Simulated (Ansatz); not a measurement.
# Input and output of a self-consistent single point for V₂H (C2/m, 3 atoms in the cell) (Ansatz)

Method: PBEsol, default PAW files made with PBE (plane waves; Ansatz, a quantum-chemistry and plane-wave program).

Input as run:

Ansatz 0.2 input:
```yaml
# V2H
crystal:
  lattice:
    - [2.16010600, -1.43413400, 0.00000000]
    - [2.16010600, 1.43413400, 0.00000000]
    - [-0.55090800, 0.00000000, 4.28697800]
  atoms:
    - { symbol: V, position: [0.26961000, 0.26961000, 0.73227000] }
    - { symbol: V, position: [0.73039000, 0.73039000, 0.26773000] }
    - { symbol: H, position: [0.00000000, 0.00000000, 0.00000000] }
kpoints:
  mp_grid:
    grid: [18, 18, 10]
hamiltonian:
  xc: pbesol
  pseudopotentials:
    kind: paw
scf:
  occupations:
    method: cold
    width: 0.1
output:
  forces: true
  eigenvalues: true
  stress: true
```

The program printed (abridged):

```
WARN basis.ecutwfc = 420 eV, the default
WARN ansatz: RAYON_NUM_THREADS=1 ignored (pool sized by the plan → 1); use --threads N
Pseudopotentials: kind: paw
Pseudopotential: V, paw, valence charge 13
Pseudopotential: H, paw, valence charge 1
Crystal: 3 atoms, lattice volume = 26.561 Å³
Basis set: ecut = 420 eV, 515 PW (Γ), exchange–correlation on 36×36×60 points (8 copies of the dense FFT grid, shifted against one another)
Bands: 18, of which v1, the nominal top of the filled ones, is band 14 counted from 1 (13 counted from 0)
Symmetry: 4 space group operations
Space group: C2/m (ITA 12), of the structure as read, at distance tolerance 3.0e-5 Å
k-points: 866 of 3240
PAW frozen core: V, regenerated for the run's functional, and the local potential with it
Initial density: superposition of atomic densities (neutral atoms: chi_scale 0, normalization atom), corrected by the library's trained network
Initial wavefunctions: pseudopotential atomic-orbital guess
Eigensolver: davidson
Functional: x = pbesol(κ = 0.804, μ = 0.12345679012345678), c = pbesol(β = 0.046)
SCF iter   1: F=—  HF=-5786.741809 eV  |F-HF|=—  |Δ(HF+E_count)|=         —  Δρ=9.35e-3  dr2=1.38e-2  ethr=1.77e-3  ⟨swp⟩=3.8  Hψ=55652  notcnv=0
all-band conjugate gradients solve this SCF's bands
preconditioner: auto → none
SCF iter   2: F=—  HF=-5786.738465 eV  |F-HF|=—  |Δ(HF+E_count)|=   3.34e-3  S|Δr|=    0.00e0  Δρ=4.08e-3  dr2=2.64e-3  ethr=5.11e-5  ⟨swp⟩=2.8  Hψ=31716  notcnv=0  defer=174
SCF iter   3: F=—  HF=-5786.737829 eV  |F-HF|=—  |Δ(HF+E_count)|=   6.36e-4  S|Δr|=    0.00e0  Δρ=6.83e-4  dr2=7.46e-5  ethr=9.77e-6  ⟨swp⟩=2.0  Hψ=19549  notcnv=0  defer=174
SCF iter   4: F=—  HF=-5786.737827 eV  |F-HF|=—  |Δ(HF+E_count)|=   1.95e-6  S|Δr|=    0.00e0  Δρ=1.52e-4  dr2=4.06e-6  ethr=2.76e-7  ⟨swp⟩=2.0  Hψ=27008  notcnv=0  defer=174
SCF iter   5: F=—  HF=-5786.737829 eV  |F-HF|=—  |Δ(HF+E_count)|=   2.07e-6  S|Δr|=    0.00e0  Δρ=7.24e-5  dr2=2.67e-6  ethr=1.50e-8  ⟨swp⟩=2.1  Hψ=23512  notcnv=0  defer=174
SCF iter   6: F=—  HF=-5786.737828 eV  |F-HF|=—  |Δ(HF+E_count)|=   4.93e-7  S|Δr|=    0.00e0  Δρ=2.21e-5  dr2=1.33e-7  ethr=9.91e-9  ⟨swp⟩=2.0  Hψ=20675  notcnv=0  defer=174
SCF iter   7: F=-5786.737828 eV  HF=-5786.737828 eV  |F-HF|=1.37e-9  |Δ(HF+E_count)|=   1.86e-8  S|Δr|=    0.00e0  Δρ=3.83e-6  dr2=2.17e-9  ethr=3.70e-10  ⟨swp⟩=3.6  Hψ=44797  notcnv=0
SCF 1 converged in 7 iterations: F = -5786.737828 eV  dr2 = 2.17e-9
SCF converged after 7 iterations
Stability not checked (fill_not_monotonic)
Free energy (F): -5786.737828 eV
Harris-Foulkes:  -5786.737828 eV  (|F-HF|=1.37e-9)
Internal energy: -5786.738793 eV  (E = F + TS)
E sigma→0 (E₀):  -5786.738150 eV
Entropy (-TS):   0.000965 eV (0.322 meV/atom)
Fermi energy:    17.545940 eV
--- Per-component energies (eV) ---
  E_band       = -257.266418
  E_kinetic    = 693.317587
  E_local      = -1726.150675  (includes V_loc(G=0)·N_el)
  E_nonlocal   = -86.523715
  E_hartree    = 802.027885
  E_xc         = -270.712156
  E_vxc        = -345.143757  (∫ρ·V_xc dr)
  E_paw        = -2174.227438  (= ΣΔE_a)
  E_vpaw       = -396.820491  (= ΣTr[D̂ρ^β])
  E_aug_tail   = -0.000705  (compensation charges beyond the density's cutoff)
  E_ewald      = -3024.768934
  E_core_change = 0.299358  (= ΣΔE_core)
  E_smearing   = 0.000965  (= −TS)
  E_closure    = -0.000000  (closes the sum)
  Σ components = -5786.737828   (vs F -5786.737828, Δ=0.00e0)
--- Forces (eV/Å), atoms counted from 1 ---
  atom   1  V      0.07578119     0.00000000     0.00623182
  atom   2  V     -0.07578119     0.00000000    -0.00623182
  atom   3  H      0.00000000     0.00000000     0.00000000
  max |Σ_I F_I| component: 8.67e-19 eV/Å
--- Stress (GPa, compression-positive) ---
       11.071150       0.000000      -0.447149
        0.000000      11.486258       0.000000
       -0.447154       0.000000      11.586233
  P = ⅓ Tr σ = 11.3812 GPa (113.812 kbar)
  The stress holds the Pulay correction. Without it, at fixed plane waves, as pw.x and ABINIT print it: P = 11.2211 GPa
--- Band table (eV; the first three rows and the last of 866) ---
  k-point 0: bands = ["-46.0359", "-45.7942", "-20.4606", "-19.6728", "-19.4264", "-19.4190", "-19.3879", "-19.3719", "7.9793", "13.8339", "16.2016", "16.4214", "17.5447", "17.7295", "18.2900", "18.9488", "19.2468", "19.9733"]
  k-point 1: bands = ["-46.0313", "-45.7989", "-20.4379", "-19.6681", "-19.4375", "-19.4187", "-19.4022", "-19.3768", "8.0499", "13.7624", "16.1341", "16.4479", "17.5769", "17.7332", "18.2803", "18.9713", "19.2226", "19.9324"]
  k-point 2: bands = ["-46.0183", "-45.8124", "-20.3723", "-19.6551", "-19.4976", "-19.4266", "-19.4058", "-19.3905", "8.2474", "13.5355", "16.0102", "16.5269", "17.6206", "17.7400", "18.3034", "18.9975", "19.1830", "19.8250"]
  k-point 865: bands = ["-45.7882", "-45.6863", "-20.3297", "-20.2078", "-19.9455", "-19.9003", "-19.7206", "-19.5999", "10.9328", "14.7000", "15.2566", "15.4832", "17.8854", "18.1000", "18.6045", "18.8647", "21.1836", "21.4680"]
```

The run converged in 7 iterations.

The starting cell comes from a database of computed structures (which also holds hypothetical and non-ambient phases and stackings), without a prior relaxation at this level. Its lattice was rescaled by a random factor within 2.5 % of one. Spin polarisation is off. With a pressure of about 11 GPa the cell is away from its equilibrium volume at this level. Ansatz's pressure includes its estimate of the finite-basis (Pulay) stress.
